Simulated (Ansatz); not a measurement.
A constructed model of the (0001) surface of hcp Co, ferromagnetic, from a spin-polarised start, a layer of Ni in place of the second plane (bottom of the slab: a bare face, its two planes held)

Level of theory: PBE (plane waves to 420 eV, PAW; Ansatz, a quantum-chemistry and plane-wave program).

Set-up: 6 atoms, 10.1 Å thick at the start with caps and adatoms (thin: gaps and levels are the slab's own); mesh 17x17x1; 0.1 eV smearing; dipole correction on; 2 atoms held, the rest relaxed; symmetry of the start imposed; spin-polarised, ending with about 9.1 μB a cell; orders that need a larger cell were not tried, no spin-orbit, no U. In PBE it lies 0.06 eV a 1x1 cell over the lowest computed structure of the same composition (a layer of Ni in place of the third plane).

- work function of the top face: 5.12 eV
- energy released by relaxation: 0.006 eV
- magnetic moment of the cell: 9.10 μB
- cost: roughly 4 core-minutes
